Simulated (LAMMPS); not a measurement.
Surface tension of liquid CdTe over temperature.

Model: classical MD, pair style sw, file CdTeZnSeHgS0.sw (LAMMPS).

```json
[
 {"T (K)": "1350", "surface tension": "0.17 ± 0.01 N/m", "excess energy": "0.24 J/m²"},
 {"T (K)": "1550", "surface tension": "0.13 ± 0.01 N/m", "excess energy": "0.25 J/m²"},
 {"T (K)": "1820", "surface tension": "0.124 ± 0.009 N/m", "excess energy": "0.32 J/m²"}
]
```

Caution: the real compound melts congruently only under the pressure of its own vapour and loses its more volatile element when open.

Caution (rows 1350; 1550): this liquid lies under the melting point of about 1610 K that CdTeZnSeHgS0.sw gives, so it is undercooled.

Errors shown are sampling errors alone.
